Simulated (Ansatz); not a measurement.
# Carrier properties of KTaO₃ (Pm-3m)

Data:

```
CELL_PARAMETERS angstrom
      3.98530     0.00000     0.00000
      0.00000     3.98530     0.00000
      0.00000     0.00000     3.98530
ATOMIC_POSITIONS crystal
  K  0.50000 0.50000 0.50000
  Ta 0.00000 0.00000 0.00000
  O  0.00000 0.50000 0.00000
  O  0.50000 0.00000 0.00000
  O  0.00000 0.00000 0.50000
```

These are PBEsol with spin-orbit coupling, rigid bands (plane waves, PAW; Ansatz, a quantum-chemistry and plane-wave program) values and carry that method's errors. How the cell was made: cell and atoms relaxed with PBEsol.

band gap: 2.00 eV
electron conductivity mass (300 K, dilute): 0.45 mₑ
hole conductivity mass (300 K, dilute): 2.1 mₑ
effective density of states N_c (300 K): 1.7e19 cm⁻³
effective density of states N_v (300 K): 4.2e20 cm⁻³
density-of-states mass, electrons: 0.76 mₑ
density-of-states mass, holes: 6.6 mₑ
Seebeck coefficient, n-type 1e19 cm⁻³, 300 K: -274 μV/K
Seebeck coefficient, p-type 1e19 cm⁻³, 300 K: 554 μV/K

Rigid bands; masses and Seebeck coefficients take one relaxation time τ for all states and one kind of carrier; polarons and phonon drag are left out.
